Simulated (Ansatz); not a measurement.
Cubic perovskite CsSrF3 was calculated with r²SCAN (plane waves, PAW; Ansatz, an electronic-structure program).

Settings: plane-wave cutoff 560 eV, 8×8×8 k mesh, Fermi–Dirac smearing 0.01 eV, scalar-relativistic PAW data made under PBE.

The direct gap at Γ against volume; x = 100 ln(V/21.618 Å³). One gap is withheld.

| V (Å³/atom) | x | gap (eV) |
|---|---|---|
| 20.321 | -6.19 | 7.420 |
| 20.753 | -4.08 | 7.338 |
| 21.186 | -2.02 | 7.257 |
| 21.618 | 0.00 | 7.175 |
| 22.050 | 1.98 | 7.094 |
| 22.483 | 3.92 | 7.014 |
| 22.915 | 5.83 | ? |

Task: Fit a straight line to the rows shown, give the volume deformation potential and predict the withheld gap.

Result: Means of the 6 rows: x̄ = -1.065, ȳ = 7.2163 eV. Σ(x − x̄)(y − ȳ) = -2.8746 and Σ(x − x̄)² = 71.524, so the slope is -0.0402 eV per unit of x, and dE_g/d ln V = -4.0 eV. At x = 5.83: 7.2163 + (-0.0402) × (5.83 − (-1.065)) = 6.939 eV. The run gives 6.933 eV, 0.006 eV below the line, as the curve bends the same way over all rows.

Spin–orbit coupling is not included.

Note: the relaxation could not lower the start's symmetry, so the cell can be a saddle point above a distorted one.
